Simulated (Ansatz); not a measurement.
TaO2F (P4₂/mmc, No. 131, 8 atoms in the cell; start mp-33997), treated with HSE06+SOC (PAW; Ansatz, a quantum-chemistry and plane-wave program).

Settings: plane-wave cutoff 460 eV, 6×6×4 k mesh (along the axes of the cell as run), Fermi–Dirac smearing 0.01 eV, PAW data made under PBE.

Cell (relaxed with PBEsol):

```cif
data_F2O4Ta2
_chemical_formula_sum 'Ta2 O4 F2'
_space_group_name_H-M_alt 'P 1'
_space_group_IT_number 1
_cell_length_a 3.94265
_cell_length_b 3.94265
_cell_length_c 7.70928
_cell_angle_alpha 90.000
_cell_angle_beta 90.000
_cell_angle_gamma 90.000
loop_
_space_group_symop_operation_xyz
  'x, y, z'
loop_
_atom_site_label
_atom_site_type_symbol
_atom_site_fract_x
_atom_site_fract_y
_atom_site_fract_z
_atom_site_occupancy
Ta1 Ta 0.00000 0.00000 0.00000 1
Ta2 Ta 0.00000 0.00000 0.50000 1
O1 O 0.00000 0.00000 0.25000 1
O2 O 0.00000 0.00000 0.75000 1
O3 O 0.50000 0.00000 0.00000 1
O4 O 0.00000 0.50000 0.50000 1
F1 F 0.00000 0.50000 0.00000 1
F2 F 0.50000 0.00000 0.50000 1
```

Problem. Give the computed band gap and smallest direct gap on the k points sampled.

Solution. 
* **band gap**: 3.46 eV (on the SCF k mesh) (indirect)
* **smallest direct gap on the k points sampled**: 3.88 eV

Note: cell and atoms aren't relaxed at this level (pressure -1.2 GPa).

The computed numbers hold no vibrational or temperature effects.

The result took roughly 40 core-minutes.

A start named mp-… is a Materials Project structure, which need not be a measured phase.
